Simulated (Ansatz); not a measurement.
Band-edge transport in monolayers: monolayer As under several functionals (Ansatz, a program for electronic structure, without spin-orbit coupling). The PBE cell:

```
CELL_PARAMETERS angstrom
      3.60509     0.00000     0.00000
     -1.80254     3.12210     0.00000
      0.00000     0.00000    17.27314
ATOMIC_POSITIONS crystal
  As 0.66667 0.33333 0.54026
  As 0.33333 0.66667 0.45974
```

```tsv
Functional	cell relaxed with	band gap	electron conductivity mass	hole conductivity mass
PBE	PBE	1.62 eV	0.23 mₑ	0.29 mₑ
r2SCAN	r2SCAN	1.97 eV	0.23 mₑ	0.28 mₑ
HSE06	PBE	___	___	___
```

### Question
Given the cheaper levels, estimate the HSE06 row.

### Answer

- HSE06, band gap: 2.24 eV
- HSE06, electron conductivity mass: 0.22 mₑ
- HSE06, hole conductivity mass: 0.27 mₑ

For the band gap, PBE gives 1.62 eV and HSE06 2.24 eV: PBE lies 28 % below.

Masses are for dilute carriers at 300 K, harmonic means over directions unless an axis is named. Spin-orbit coupling is left out; without it hole values are far off for these elements.
